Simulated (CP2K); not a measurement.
Band structure of InRh (Pm-3m, 2 atoms in the cell).

```yaml
crystal:
  lattice:
    - [3.20968, 0.00000, 0.00000]
    - [0.00000, 3.20968, 0.00000]
    - [0.00000, 0.00000, 3.20968]
  atoms:
    - { symbol: In, position: [0.00000, 0.00000, 0.00000] }
    - { symbol: Rh, position: [0.50000, 0.50000, 0.50000] }
```

Level of theory: CP2K with PBEsol, GPW, TZVP-MOLOPT-SR-GTH basis, GTH-PBE potentials (GTH_POTENTIALS).

Settings: CUTOFF = 500 Ry; REL_CUTOFF = 50 Ry; SMEAR/METHOD = GAUSSIAN; SIGMA = 0.2 eV; KPOINTS/SCHEME = MONKHORST-PACK 10 10 10; GAMMA_CENTERED = T; XC_FUNCTIONAL = PBE:PBESOL; In/BASIS_SET = TZVP-MOLOPT-SR-GTH; In/POTENTIAL = GTH-PBE-q13; Rh/BASIS_SET = TZVP-MOLOPT-SR-GTH; Rh/POTENTIAL = GTH-PBE-q17; METHOD = GPW; EPS_DEFAULT = 1e-10; EXTRAPOLATION = USE_GUESS.

The starting cell comes from a database of computed structures (which also holds hypothetical and non-ambient phases and stackings), without a prior relaxation at this level. Spin polarisation is off. Values carry the incompleteness of an atom-centred basis. The potentials were made for another functional than the one used.

Levels in eV from the Fermi level, bands 12 to 17:
```csv
point,12,13,14,15,16,17
Γ,-3.35,-1.20,-1.20,-1.20,4.49,4.49
X,-3.35,-2.60,-2.60,-1.31,0.03,10.34
M,-2.40,-2.40,-1.76,-1.76,-0.51,2.84
R,-4.77,-0.45,-0.45,0.12,4.30,4.30
```

Bands cross the Fermi level along this path, so the cell is metallic at this level.

Higher empty bands are left out: an atom-centred basis made for the valence describes them poorly.
